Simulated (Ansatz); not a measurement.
**Question.** Name crystals whose logarithmic mean phonon energy lies between 10.1 and 15.8 meV and whose mean free path at 300 K lies between 2.9 and 4.6 nm, by PBEsol, DFPT electron-phonon coupling, linearised Boltzmann equation run with Ansatz (a first-principles code).

**Answer.** Many crystals can fit; among those computed here:
- LuZn (Pm-3m): 11.9 meV, 3.9 nm
- ScTe (P6_3/mmc): 13.1 meV, 4.2 nm
- Ta (Im-3m): 12.6 meV, 3.7 nm
- Ni2P (P-62m): 14.8 meV, 3.8 nm
- LaRuSi (P4/nmm): 12.3 meV, 3.7 nm

Metals; harmonic phonons alone scatter; means over directions. The mean free path is weighted by the current that each state carries. Halving the electron mesh moves these values by up to 5 %; q meshes are mostly untested. Some of the runs warned that the eigensolver left states short of its tolerance. Spin-orbit coupling is left out.

Formula and space group known from diffraction (Crystallography Open Database), not checked to be the room-temperature form: LaRuSi (P4/nmm), LuZn (Pm-3m), Ni2P (P-62m), ScTe (P6_3/mmc). Treated as nonmagnetic (a ferromagnetic start lost its moment, other orders weren't tried): Ni2P (P-62m). The missing spin-orbit coupling matters most for LuZn (Pm-3m), Ta (Im-3m).
